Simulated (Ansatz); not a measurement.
## hypothetical diamond Ca with two functionals

The parent structure is Ca in the diamond structure (space group Fd-3m, No. 227; a = 8.620 Å; a hypothetical phase, not in the database extracts checked).

(Cell as relaxed with PBE.)

Levels (all Ansatz, a quantum-chemistry and plane-wave program, PAW): PBE (420 eV, no spin-orbit coupling); PBEsol (420 eV, no spin-orbit coupling).

Each level relaxes its own structure.

```json
[
 {"quantity": "volume per atom", "PBE": "80.07 Å³", "PBEsol": "[?]"},
 {"quantity": "lattice parameter a", "PBE": "16.290 bohr", "PBEsol": "[?]"},
 {"quantity": "band gap", "PBE": "zero", "PBEsol": "[?]"}
]
```

### Question
Given the PBE results, estimate those of PBEsol.

### Answer

- volume per atom, PBEsol: 74.96 Å³
- lattice parameter a, PBEsol: 15.935 bohr
- band gap, PBEsol: zero

PBE's volume per atom lies 5.11 Å³ above PBEsol's (6.8 %); PBE's lattice parameter a lies 0.355 bohr above PBEsol's (2.2 %); the two agree on the band gap. Neither level is exact; PBEsol is the comparison here, not a measurement.

Stability against distortions was not tested.
